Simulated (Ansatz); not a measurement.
BAs under load (space group I-4m2), r2SCAN with spin-orbit coupling, rigid bands run with Ansatz (an electronic-structure program). Condition of this run: biaxial stress in (001) of -3.2 GPa (compression positive) (the target of the relaxation). Band gap 1.09 eV, N_c = 1.12e19 cm⁻³ and N_v = 3.49e18 cm⁻³ at 300 K, conductivity masses along x (a = (0.00, 2.41, 2.37) Å; b = (2.41, 0.00, 2.37) Å; c = (2.41, 2.41, 0.00) Å) of 0.219 mₑ (electrons) and 0.285 mₑ (holes). Take k_BT = 0.02585 eV.

**Question.** What thermal injection velocity √(2k_BT/πm) limits a ballistic channel along the direction named?

**Answer.** 1.15e7 cm/s for electrons and 1.01e7 cm/s for holes, a ratio of √(m_h/m_e) = 1.14, for dilute carriers.

**Question.** Find the intrinsic carrier density and the intrinsic Fermi level.

**Answer.** n_i = √(N_c N_v) exp(−E_g/2k_BT) = 6.25e18 × exp(−21.08) = 4.4e9 cm⁻³. The level lies (k_BT/2) ln(N_v/N_c) = -15 meV from mid-gap (positive towards the conduction band). Each 0.1 eV added to the gap lowers n_i by a factor of 6.9.

**Question.** What built-in voltage has an abrupt junction with N_A = 1e16 and N_D = 1e18 cm⁻³, all dopants ionised?

**Answer.** V_bi = E_g/e − (k_BT/e) ln(N_c N_v/(N_A N_D)) = 1.09 − 0.02585 × 8.27 = 0.88 V, for the computed gap.

Rigid bands with the computed gap; masses take one relaxation time for all states. Geometry: cell and atoms relaxed with PBEsol.
